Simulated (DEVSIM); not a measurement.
Device: illuminated Si n-on-p cell, one wavelength, at 250 K.

Layer 1 from the left is Si, thickness (μm) 0.230, Nd (cm⁻³) 2.1e18, τn (s) 1.4e-6, τp (s) 4.1e-7, absorption coefficient (cm⁻¹) 16000. Layer 2 from the left is Si, thickness (μm) 300, Na (cm⁻³) 2.3e17, τn (s) 1.4e-5, τp (s) 1.4e-5, absorption coefficient (cm⁻¹) 16000.

Left contact: ohmic, minority hole recombination velocity 30000 cm/s. Right contact: ohmic, minority electron recombination velocity 2e5 cm/s. Voltage is applied to the left contact. Recombination: SRH at mid-gap, radiative, Auger. Light enters at the left, 3.6e17 photons cm⁻² s⁻¹, one pass, no reflection. Mobility is μmin + (μ − μmin)/(1 + (N/Nref)^α).

This is a model device: material constants are rounded textbook-type values typed into the input, and sizes, dopings and lifetimes were drawn at random. Values at 300 K; Nc and Nv go as T^1.5, mobilities as T to minus their exponent, the gap by Varshni's rule with the affinity fixed.

Si: gap (eV) 1.124, affinity (eV) 4.05, permittivity 11.7, Nc (cm⁻³) 2.86e19, Nv (cm⁻³) 3.1e19, μn (cm²/Vs) 1417, μp (cm²/Vs) 470, μn,min 52, μp,min 45, Nref,n 9.7e16, Nref,p 2.2e17, αn 0.68, αp 0.72, T exponent of μn 2.3, T exponent of μp 2.2, B (cm³/s) 4.7e-15, Cn (cm⁶/s) 2.8e-31, Cp (cm⁶/s) 9.9e-32, Varshni α (eV/K) 0.000473, Varshni β (K) 636.

Simulated with DEVSIM: 1D drift-diffusion, Boltzmann statistics, complete ionisation; no tunnelling, impact ionisation, image-force lowering or self-heating.

Dark forward current:

```tsv
|V| (V)	|J| (A/cm²)
0.30	2.457e-10
0.35	9.555e-10
0.40	4.571e-9
0.45	2.930e-8
0.50	2.404e-7
0.55	2.252e-6
0.60	2.227e-5
0.65	0.0002244
0.70	0.002277
0.75	0.02312
0.80	0.2312
0.85	2.031
0.90	10.66
0.95	30.29
1.00	61.45
1.05	104.6
1.10	159.8
1.15	226.7
1.20	305.0
1.25	393.8
1.30	492.6
1.35	600.6
1.40	717.2
1.45	841.9
1.50	974.1
1.55	1113
```

Task: Work out the local ideality factor n = ΔV / (kT/q · ln(J2/J1)) between the rows 0.30 and 0.35 V, 0.70 and 0.75 V, 1.50 and 1.55 V.

Result: kT/q = 21.54 mV. From 0.30 to 0.35 V: ln(9.555e-10/2.457e-10) = 1.358, n = 1.71. From 0.70 to 0.75 V: ln(0.02312/0.002277) = 2.318, n = 1.00, near the 1 of diffusion or emission over a barrier. From 1.50 to 1.55 V: ln(1113/974.1) = 0.133, n = 17.41.

Task: What current could the absorbed light give at most, and what share is collected?

Result: Σ αd = 480, so qΦ(1 − exp(−Σ αd)) = 57.7 mA/cm². The simulated short-circuit current is 55.96 mA/cm², a share of 0.97.

Task: Estimate the open-circuit voltage by superposition: the voltage at which the dark current equals that short-circuit current.

Result: Interpolating ln J in the table gives 0.769 V. The simulation gives 0.769 V, the same within the digits that matter. Superposition holds where collection doesn't change with voltage.

Task: Estimate the fill factor from FF0 = (v − ln(v + 0.72))/(v + 1), v = qVoc/(nkT), with n from the dark curve.

Result: The rows about Voc, 0.75 and 0.80 V, give n = 1.01, so v = 35.4 and FF0 = 0.874. The simulation gives 0.875, the same within the digits that matter.
